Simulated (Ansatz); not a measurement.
Worked example: self-consistent single point of LaPb3 (Pm-3m, 4 atoms in the cell) in Ansatz (a quantum-chemistry and plane-wave program)

Level of theory: LDA (PW92), default PAW files made with PBE (plane waves; Ansatz).

The input file:

Ansatz 0.2 input:
```yaml
# LaPb3
crystal:
  lattice:
    - [4.933475, 0.000000, 0.000000]
    - [0.000000, 4.933475, 0.000000]
    - [0.000000, 0.000000, 4.933475]
  atoms:
    - { symbol: La, position: [0.000000, 0.000000, 0.000000] }
    - { symbol: Pb, position: [0.000000, 0.500000, 0.500000] }
    - { symbol: Pb, position: [0.500000, 0.000000, 0.500000] }
    - { symbol: Pb, position: [0.500000, 0.500000, 0.000000] }
basis:
  ecutwfc: 420.0 eV
kpoints:
  mp_grid: { grid: [7, 7, 7] }
hamiltonian:
  xc: lda
  pseudopotentials: { kind: paw }
scf:
  occupations: { method: gaussian, width: 0.1 eV }
output:
  forces: true
  eigenvalues: true
  stress: true
```

Output, abridged:

```
WARN ansatz: RAYON_NUM_THREADS=1 ignored (pool sized by the plan → 1); use --threads N
Pseudopotentials: kind: paw
Pseudopotential: La, paw, valence charge 11
Pseudopotential: Pb, paw, valence charge 14
Crystal: 4 atoms, lattice volume = 120.077 Å³
Basis set: ecut = 420 eV, 2325 PW (Γ)
Bands: 32, of which v1, the nominal top of the filled ones, is band 27 counted from 1 (26 counted from 0)
Symmetry: 48 space group operations
Space group: Pm-3m (ITA 221), of the structure as read, at distance tolerance 4.9e-5 Å
k-points: 20 of 343
PAW frozen core: La, regenerated for the run's functional, and the local potential with it
PAW frozen core: Pb, regenerated for the run's functional, and the local potential with it
Initial density: superposition of atomic densities (neutral atoms: chi_scale 0, normalization atom), corrected by the library's trained network
Initial wavefunctions: pseudopotential atomic-orbital guess
Eigensolver: davidson
Functional: x = slater, c = lda
SCF iter   1: F=—  HF=-40885.205816 eV  |F-HF|=—  |Δ(HF+E_count)|=         —  Δρ=5.86e-3  dr2=6.37e-2  ethr=1.77e-3  ⟨swp⟩=5.8  Hψ=2563  notcnv=0
all-band conjugate gradients solve this SCF's bands
preconditioner: auto → Kerker (q_TF=auto, 2.381 Å⁻¹)
SCF iter   2: F=—  HF=-40885.197931 eV  |F-HF|=—  |Δ(HF+E_count)|=   7.88e-3  Δρ=3.21e-3  dr2=2.19e-2  ethr=1.20e-4  ⟨swp⟩=2.1  Hψ=971  notcnv=0  defer=3
preconditioner: auto → Resta (q_TF=auto, 2.381 Å⁻¹)
SCF iter   3: F=—  HF=-40885.191793 eV  |F-HF|=—  |Δ(HF+E_count)|=   6.14e-3  Δρ=3.63e-4  dr2=4.58e-4  ethr=4.13e-5  ⟨swp⟩=2.0  Hψ=875  notcnv=0  defer=3
SCF iter   4: F=—  HF=-40885.191751 eV  |F-HF|=—  |Δ(HF+E_count)|=   4.19e-5  Δρ=1.45e-4  dr2=5.90e-5  ethr=8.65e-7  ⟨swp⟩=2.5  Hψ=1150  notcnv=0  defer=3
SCF iter   5: F=—  HF=-40885.191735 eV  |F-HF|=—  |Δ(HF+E_count)|=   1.64e-5  Δρ=5.34e-5  dr2=4.32e-6  ethr=1.11e-7  ⟨swp⟩=2.0  Hψ=1170  notcnv=0  defer=10
SCF iter   6: F=—  HF=-40885.191735 eV  |F-HF|=—  |Δ(HF+E_count)|=   4.61e-7  Δρ=1.21e-5  dr2=1.85e-7  ethr=8.14e-9  ⟨swp⟩=2.0  Hψ=1158  notcnv=0  defer=11
SCF iter   7: F=-40885.191735 eV  HF=-40885.191735 eV  |F-HF|=4.22e-9  |Δ(HF+E_count)|=   5.45e-9  Δρ=4.16e-6  dr2=1.43e-8  ethr=1.89e-10  ⟨swp⟩=9.7  Hψ=3149  notcnv=0
SCF 1 converged in 7 iterations: F = -40885.191735 eV  dr2 = 1.43e-8
SCF converged after 7 iterations
Free energy (F): -40885.191735 eV
Harris-Foulkes:  -40885.191735 eV  (|F-HF|=4.22e-9)
Internal energy: -40885.184884 eV  (E = F + TS)
E sigma→0 (E₀):  -40885.188309 eV
Entropy (-TS):   -0.006851 eV (-1.713 meV/atom)
Fermi energy:    11.551357 eV
--- Per-component energies (eV) ---
  E_band       = -123.009707
  E_kinetic    = 1064.467339
  E_local      = -3359.867070  (includes V_loc(G=0)·N_el)
  E_nonlocal   = 1161.052799
  E_hartree    = 1322.635271
  E_xc         = -795.737506
  E_vxc        = -548.291220  (∫ρ·V_xc dr)
  E_paw        = -35556.814725  (= ΣΔE_a)
  E_vpaw       = -1085.641417  (= ΣTr[D̂ρ^β])
  E_aug_tail   = 0.000142  (compensation charges beyond the density's cutoff)
  E_ewald      = -4721.010708
  E_core_change = 0.089576  (= ΣΔE_core)
  E_smearing   = -0.006851  (= −TS)
  E_closure    = -0.000000  (closes the sum)
  Σ components = -40885.191735   (vs F -40885.191735, Δ=0.00e0)
--- Forces (eV/Å), atoms counted from 1 ---
  atom   1  La    -0.00000000     0.00000000     0.00000000
   [... zero for the other atoms too ...]
  max |Σ_I F_I| component: 1.36e-28 eV/Å
--- Stress (GPa, compression-positive) ---
       -3.311824       0.000000       0.000000
        0.000000      -3.311824       0.000000
        0.000000       0.000000      -3.311824
  P = ⅓ Tr σ = -3.3118 GPa (-33.118 kbar)
  The stress holds the Pulay correction. Without it, at fixed plane waves, as pw.x and ABINIT print it: P = -3.3269 GPa
--- Band table (eV; the first three rows and the last of 20) ---
  k-point 0: bands = ["-21.5037", "-5.3842", "-5.3842", "-5.3842", "-5.3672", "-5.2303", "-5.2303", "-5.1870", "-5.1870", "-5.1870", "-5.1506", "-5.1506", "-5.1506", "-5.0910", "-5.0910", "-4.9640", "-4.9490", "-4.9490", "-4.9490", "0.4872", [...]
  k-point 1: bands = ["-21.5032", "-5.4092", "-5.4016", "-5.4016", "-5.3806", "-5.2759", "-5.2759", "-5.2671", "-5.2178", "-5.1560", "-5.1542", "-5.0907", "-5.0614", "-5.0265", "-5.0265", "-4.9743", "-4.9629", "-4.9629", "-4.9490", "0.6350", [...]
  k-point 2: bands = ["-21.5019", "-5.5101", "-5.4769", "-5.4769", "-5.3721", "-5.2634", "-5.2634", "-5.2543", "-5.1844", "-5.1627", "-5.1542", "-5.0903", "-5.0338", "-5.0338", "-5.0148", "-5.0024", "-4.9490", "-4.8840", "-4.8840", "1.0526", [...]
  k-point 19: bands = ["-21.4973", "-5.4225", "-5.3003", "-5.3003", "-5.2951", "-5.2796", "-5.2796", "-5.2468", "-5.2468", "-5.2349", "-5.1825", "-5.1225", "-5.1225", "-5.0735", "-5.0735", "-5.0457", "-4.9744", "-4.9744", "-4.9696", "2.9608", [...]
```

The run converged in 7 iterations.

The starting cell comes from a database of computed structures (which also holds hypothetical and non-ambient phases and stackings), without a prior relaxation at this level. Its lattice was rescaled by up to half a per cent. Spin-orbit coupling is off. With a pressure of about -3 GPa the cell is away from its equilibrium volume at this level. Ansatz's pressure includes its estimate of the finite-basis (Pulay) stress.
